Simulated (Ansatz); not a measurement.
Take Cu in the fcc (Cu type) structure (space group Fm-3m, No. 225; a = 3.629 Å; relaxed with 0.1 eV smearing) as the base.

Calculations: PBE/PAW in Ansatz (a program for electronic structure), scalar-relativistic without spin-orbit coupling, earlier PAW set.

Base values:

| Quantity | Result |
|---|---|
| Pressure | 0.0 GPa |

The change: every lattice vector is stretched by 3.36 %; the atoms relax in the strained cell.

Task: Estimate the effect on the pressure and energy relative to the base.

Result: The pressure goes from zero to -10.9 GPa; the energy increases by 47 meV/atom.

Stability against distortions was not tested. The final runs are not spin-polarised.
